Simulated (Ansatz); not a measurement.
# PbSe: isotropic strain +2.00 %

Take PbSe in the rock salt structure (space group Fm-3m, No. 225; a = 6.178 Å) as the base.

The change: an isotropic linear strain of +2.00 %, atoms relaxed at fixed cell.

All numbers come from Kohn–Sham DFT with the r2SCAN functional, run in Ansatz (a program for electronic structure) with PAW and 500 eV plane waves, no SOC. Γ-centred 9×9×9 mesh, Fermi–Dirac width 0.05 eV.

Space group: Fm-3m (No. 225) (base Fm-3m (No. 225))
Shortest interatomic distance: 3.151 Å (base 3.089 Å)
Energy relative to the base (free energy F): +16 meV/atom
Pressure: -2.68 GPa (base 0.00 GPa)
Band gap: 0.84 eV (base 0.66 eV)
Gap character: direct at L (base direct at L)
Mean gap deformation potential ΔEg/Δln V: +2.9 eV
Width of the top valence band: 2.79 eV (base 3.20 eV)
Electron mass: 0.23 mₑ along k, 0.14 mₑ across (at L) (base 0.19 mₑ along k, 0.14 mₑ across (at L))
Valley order (the lowest conduction-band minima on the path, energy above the VBM, named in the base's zone): L along ⟨111⟩ 0.84 eV; a point along ⟨110⟩, about 0.6 Å⁻¹ from Γ 1.58 eV; a point along ⟨100⟩, about 0.4 Å⁻¹ from Γ 2.27 eV (base L along ⟨111⟩ 0.66 eV; a point along ⟨110⟩, about 0.6 Å⁻¹ from Γ 1.46 eV; a point along ⟨100⟩, about 0.4 Å⁻¹ from Γ 2.19 eV)

Final structure:

```
PbSe
1.0
    0.00000     3.15066     3.15066
    3.15066     0.00000     3.15066
    3.15066     3.15066     0.00000
Se Pb
1 1
Cartesian
  0.00000   0.00000   0.00000
  3.15066   3.15066   3.15066
```

Spin-orbit coupling, missing from the scalar runs, can matter with Pb. Masses are band curvatures over ±0.01 Å⁻¹ around the edge. Along k means along the line from Γ to the band edge. No phonon test of stability was made.
